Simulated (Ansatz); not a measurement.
Structures of equal composition on the (110) surface of germanium: Si on all surface atoms, H on every dangling bond; Si on all atoms bonded under the surface atoms, H on every dangling bond. The slabs share one bottom face, and each structure is named by its start. These are constructed structures in small cells; real faces may alloy, dewet or reconstruct in larger ones, and not all known structures of the face are among them. Slabs of about 15 Å, Fermi-Dirac smearing of 0.025 eV. Bottom of the slabs: built like the top, H on every dangling bond, free. Relaxed from the named starts with such symmetry as they have, on meshes of like density; energies extrapolated to zero smearing; spin only where a row says so; no spin-orbit coupling, no U. Brackets mark spin-polarised runs, whose order is one that fits the cell. Where a second, spin-polarised start was run, the lower counts.

Calculation: PBE (plane waves to 420 eV, PAW; Ansatz, a first-principles code).

Task: Put the candidates in order of energy per 1x1 cell, lowest first, for PBE.

Result: Si on all surface atoms, H on every dangling bond (0.000 eV), Si on all atoms bonded under the surface atoms, H on every dangling bond (0.292 eV)
